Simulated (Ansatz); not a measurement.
Cu3N under a change: pressure 0.7 GPa

Take Cu3N (space group Pm-3m, No. 221; a = 3.827 Å) as the base.

Modification: cell and atoms relaxed at a pressure of 0.7 GPa.

All numbers come from plane-wave PAW DFT at the PBE level (Ansatz, a first-principles code, 420 eV), no SOC. Settings: 9×9×9 k-points, 0.05 eV Fermi–Dirac smearing.

```tsv
quantity	base	changed	shift
volume per atom	14.01 Å³	13.93 Å³	-0.08 Å³
density	6.06 g/cm³	6.10 g/cm³	+0.04 g/cm³
lattice parameter a	3.827 Å	3.819 Å	-0.008 Å
shortest interatomic distance	1.913 Å	1.910 Å	-0.0038 Å
enthalpy H = E + PV relative to the base's energy	–	+0.06 eV/atom	–
band gap	0.22 eV	0.20 eV	-0.02 eV
gap character	indirect, R → M	indirect, R → M	–
width of the top valence band	1.75 eV	1.77 eV	+0.02 eV
hole mass (degenerate bands, along [100])	0.14, 0.14, 2.1 mₑ (at R)	0.13, 0.13, 1.8 mₑ (at R)	–
valley order (the lowest conduction-band minima on the path, energy above the VBM, named in the base's zone)	M along ⟨110⟩ 0.22 eV; Γ 0.97 eV; X along ⟨100⟩ 1.52 eV	M along ⟨110⟩ 0.20 eV; Γ 0.99 eV; X along ⟨100⟩ 1.54 eV	–
```

Final structure:

```
CELL_PARAMETERS angstrom
      3.81929     0.00000     0.00000
      0.00000     3.81929     0.00000
      0.00000     0.00000     3.81929
ATOMIC_POSITIONS crystal
  N  0.00000 0.00000 0.00000
  Cu 0.50000 0.00000 0.00000
  Cu 0.00000 0.00000 0.50000
  Cu 0.00000 0.50000 0.00000
```

Load acts through the strain it causes; cell and atoms are relaxed under it. Masses are band curvatures over ±0.01 Å⁻¹ around the edge. No phonon test of stability was made. The final runs are not spin-polarised. The zero or small gap of Cu3N can change with the level of theory.
